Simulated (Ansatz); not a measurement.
The starting structures come from a database of crystals and need not be the phases stable at ambient conditions.

```
Ba2BiLaO6
1.0
    6.28939     0.00000     0.00000
    0.00000     6.32250     0.00000
    3.14470    -3.11674     4.44196
Ba La Bi O
2 1 1 6
Direct
  0.24863   0.75903   0.50274
  0.75137   0.24097   0.49726
  0.00000   0.50000   0.00000
  0.50000   0.00000   0.00000
  0.77883   0.19700   0.92032
  0.22117   0.80300   0.07968
  0.69915   0.80300   0.07968
  0.30085   0.19700   0.92032
  0.73663   0.69165   0.52674
  0.26337   0.30835   0.47326
```

Space group of this cell: C2/m. The cell is taken as given; by r2SCAN its mean pressure is -3.8 GPa.

Transport runs along the normal of the first two printed cell vectors.

No gap correction and no spin-orbit coupling; mid-gap values are interpolated between computed energies.

Give the band gap and the smallest decay constant κ at mid-gap that Ansatz (an electronic-structure program) with r2SCAN yields.

Gap 2.24 eV on a 8×6×8 mesh; κ = 0.320 1/Å, at the zone centre.
